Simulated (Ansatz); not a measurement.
## Effect of isotropic strain +4.29 % on hypothetical Fm-3m MoTe2

Take MoTe$_{2}$ (space group Fm-3m, No. 225; a = 6.6394 Å; a hypothetical phase, not in the database extracts checked) as the base.

Modification: every lattice vector is stretched by 4.29 %, atoms relaxed at fixed cell.

The values are results of Ansatz (a first-principles code) r2SCAN, without spin-orbit coupling, not measurements. Γ-centred 12×12×12 mesh, Fermi–Dirac width 0.05 eV.

- Volume per atom = 27.67 Å³ (base 24.39 Å³)
- Space group = Fm-3m (No. 225) (base Fm-3m (No. 225))
- Shortest interatomic distance = 2.998 Å (base 2.875 Å)
- Energy relative to the base (free energy F) = +101 meV/atom
- Band gap = zero (base zero)

Final structure:

```
CELL_PARAMETERS angstrom
      0.00000     3.46212     3.46212
      3.46212     0.00000     3.46212
      3.46212     3.46212     0.00000
ATOMIC_POSITIONS crystal
  Mo 0.00000 0.00000 0.00000
  Te 0.25000 0.25000 0.25000
  Te 0.75000 0.75000 0.75000
```

Cost of the whole job for the changed cell (relaxation, final SCF and bands): roughly 50 core-seconds.

Whether these cells are dynamically stable was not tested. All final runs are without spin polarisation. MoTe2 has a high density of states at the Fermi level and may be magnetic at this level.
